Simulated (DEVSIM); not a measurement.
Structure: abrupt Si n-p junction, at 300 K.

Layer 1 from the left is Si, thickness (μm) 0.180, Nd (cm⁻³) 5.7e18, τn (s) 0.00043, τp (s) 0.00043. Layer 2 from the left is Si, thickness (μm) 190, Na (cm⁻³) 2e16, τn (s) 0.00043, τp (s) 0.00043.

Left contact: ohmic. Right contact: ohmic. Voltage is applied to the left contact. Recombination: SRH at mid-gap. Gap narrowing is on: ΔEg = 6.92 meV × (l + √(l² + 0.5)), l = ln(N/1.3e17 cm⁻³), shared equally by both band edges. Mobility is μmin + (μ − μmin)/(1 + (N/Nref)^α).

Constants are typed, rounded textbook-type inputs, not results; the design itself was drawn at random and stands for no fabricated device. Values at 300 K.

Si: gap (eV) 1.124, affinity (eV) 4.05, permittivity 11.7, Nc (cm⁻³) 2.86e19, Nv (cm⁻³) 3.1e19, μn (cm²/Vs) 1417, μp (cm²/Vs) 470, μn,min 52, μp,min 45, Nref,n 9.7e16, Nref,p 2.2e17, αn 0.68, αp 0.72.

Simulated with DEVSIM: 1D drift-diffusion, Boltzmann statistics, complete ionisation; no tunnelling, impact ionisation, image-force lowering or self-heating.

What does the simulation give for the potential step across the device at zero bias, the dark forward voltage at 1 A/cm², the largest field in the device at zero bias?

potential step across the device at zero bias 0.866 V; dark forward voltage at 1 A/cm² 0.686 V; largest field in the device at zero bias 110000 V/cm.
